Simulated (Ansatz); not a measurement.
Results of LDA (Ansatz, a program for electronic structure, plane waves, PAW) for GaAs (model structure, started from the BN type, Pm-3n, No. 223, 12 atoms in the cell).

Settings: plane-wave cutoff 520 eV, 6×6×6 k mesh, Fermi–Dirac smearing 0.01 eV, scalar-relativistic PAW data made under PBE.

Cell (relaxed at this level):

```yaml
crystal:
  lattice:
    - [6.91349, 0.00000, 0.00000]
    - [0.00000, 6.91349, 0.00000]
    - [0.00000, 0.00000, 6.91349]
  atoms:
    - { symbol: Ga, position: [0.25000, 0.00000, 0.50000] }
    - { symbol: Ga, position: [0.50000, 0.25000, 0.00000] }
    - { symbol: Ga, position: [0.50000, 0.75000, 0.00000] }
    - { symbol: Ga, position: [0.75000, 0.00000, 0.50000] }
    - { symbol: Ga, position: [0.00000, 0.50000, 0.75000] }
    - { symbol: Ga, position: [0.00000, 0.50000, 0.25000] }
    - { symbol: As, position: [0.25000, 0.50000, 0.00000] }
    - { symbol: As, position: [0.00000, 0.25000, 0.50000] }
    - { symbol: As, position: [0.00000, 0.75000, 0.50000] }
    - { symbol: As, position: [0.75000, 0.50000, 0.00000] }
    - { symbol: As, position: [0.50000, 0.00000, 0.75000] }
    - { symbol: As, position: [0.50000, 0.00000, 0.25000] }
```

Task: Predict the band gap.

Result: 
- band gap: 0.33 eV (direct)

Note: the relaxation could raise the start's symmetry but not lower it, so the cell can be a saddle point.

Spin–orbit coupling is not included.

Static lattice: no zero-point or thermal effects.

It cost very roughly 80 core-seconds of CPU time.

A model structure was made by putting elements into a prototype or built by hand; it is no filed structure, need not be a known phase, and can be a saddle point held by its symmetry.
